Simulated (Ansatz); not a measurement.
Cost and result by functional for the surface energy of the (30-31) surface of hcp Os in its 1x1 cell, outermost plane spacing 0.39 Å in the ideal cut, in Ansatz (plane waves, PAW). Single points on the PBE structure, on one kind of machine; costs are rough ratios of the slab run's core time (references not counted) to the cheapest single point. r2SCAN's cost holds its higher cutoff (500 against 420 eV). Differences are taken against r2SCAN for comparison alone: no measured value is at hand, so the table doesn't rank accuracy.

Model: 28-atom slab, 10.6 Å thick at the start, 14x3x1 mesh, Fermi-Dirac 0.1 eV, dipole correction, all atoms relaxed; held to the part of the start's symmetry that mesh and held atoms allow; no spin, no spin-orbit, no U. These notes are the PBE run's.

| functional | relative cost | surface energy (J/m²) | less r2SCAN (J/m²) |
|---|---|---|---|
| LDA | 1 | 4.11 | 0.30 |
| RPBE | 1 | 3.32 | -0.49 |
| PBEsol | 1 | 3.98 | 0.17 |
| r2SCAN | 2 | 3.81 | 0.00 |
| PBE (the relaxed run's value) | – | 3.54 | -0.27 |

The values span 0.80 J/m², while the single points' costs differ by a factor of roughly 2. Differences are of unrounded values.

Ansatz is an electronic-structure program.
